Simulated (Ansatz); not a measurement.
## Al: response to strain

The parent structure is Al in the fcc (Cu type) structure (space group Fm-3m, No. 225; a = 3.9924 Å; relaxed with 0.1 eV smearing). Axes: x, y, z lie along the cube axes.

Strains are applied to the cell and any free atomic positions relax; under biaxial strain the out-of-plane vector relaxes too.

Method: r2SCAN/PAW in Ansatz (a program for electronic structure), no spin-orbit coupling, earlier PAW set.

Notes on the quantities. pressure: mean of the normal stresses, compression positive.

```tsv
change	pressure	space group	shortest interatomic distance
base	0.0 GPa	Fm-3m (No. 225)	2.823 Å
biaxial strain −0.77 %, plane normal [001], relaxed out of plane	0.7 GPa	I4/mmm (No. 139)	2.801 Å
biaxial strain +0.26 %, plane normal [110], relaxed out of plane	-0.3 GPa	Immm (No. 71)	2.817 Å
biaxial strain −4.86 %, plane normal [111], relaxed out of plane	…	R-3m (No. 166)	2.686 Å
biaxial strain +4.76 %, plane normal [111], relaxed out of plane	…	R-3m (No. 166)	2.804 Å
isotropic strain −0.62 %	1.8 GPa	Fm-3m (No. 225)	2.806 Å
uniaxial strain ε_yy = +0.64 %	…	I4/mmm (No. 139)	2.823 Å
uniaxial strain ε_zz = −1.52 %	…	I4/mmm (No. 139)	2.802 Å
tensor shear ε_xy = +0.61 %	0.0 GPa	Immm (No. 71)	2.806 Å
tensor shear ε_xz = +2.81 %	0.4 GPa	Immm (No. 71)	2.744 Å
```

Question: What belongs in the blanks?

Answer: 
- biaxial strain −4.86 %, plane normal [111], relaxed out of plane, pressure: 7.9 GPa
- biaxial strain +4.76 %, plane normal [111], relaxed out of plane, pressure: -3.9 GPa
- uniaxial strain ε_yy = +0.64 %, pressure: -0.6 GPa
- uniaxial strain ε_zz = −1.52 %, pressure: 1.5 GPa

A biaxial case was relaxed in a doubled cell and then solved in the primitive one. No phonon test of stability was made.
